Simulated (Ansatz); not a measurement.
## TiAl under a change: x(B) = 0.5, 8 atoms, Cmmm

The reference is TiAl (space group P4/mmm, No. 123; a = 2.797 Å, c = 4.032 Å).

The other end (x = 1) is TiB (space group P4/mmm, No. 123; a hypothetical phase, not in the database extracts checked): 10.33 Å³/atom, gap zero; this end may not be an ambient phase.

Perturbation: B replaces 50.0 % of the Al, ordered in a cell of 8 atoms (starting symmetry Cmmm) and fully relaxed.

Computed with PBEsol, PAW, 420 eV (Ansatz, an electronic-structure program; spin-orbit coupling left out), earlier PAW set. k-mesh 10×10×13 (Γ-centred); smearing 0.05 eV (Fermi–Dirac), for the changed cell.

* **Volume per atom**: 12.91 Å³ (base 15.77 Å³)
* **Density**: 4.29 g/cm³ (base 3.94 g/cm³)
* **Band gap**: zero (base zero)
* **Mixing energy**: +0.17 eV/atom (to 0.01 eV only: unlike meshes or grids) (against an end that may be hypothetical)
* **Deviation of the volume from the linear (Vegard-type) interpolation**: -1.1 %

Final structure:

```xyz
8
Lattice="2.6632 -5.4443 0.0000 2.6632 5.4443 0.0000 0.0000 0.0000 3.5623" Properties=species:S:1:pos:R:3 pbc="T T T"
B      2.6632    -1.5166     1.7811
Al     2.6632     4.0699     1.7811
Al     2.6632    -4.0699     1.7811
B      2.6632     1.5166     1.7811
Ti     1.3316    -2.7221     0.0000
Ti     1.3316     2.7221     0.0000
Ti     3.8735     0.0000     0.0000
Ti     1.4529     0.0000     0.0000
```

These are small ordered cells, not random alloys; other orderings at the same x differ. Whether these cells are dynamically stable was not tested. All final runs are without spin polarisation. An odd electron count without spin: TiAl and TiB. Ti2AlB has a high density of states at the Fermi level and may be magnetic at this level.
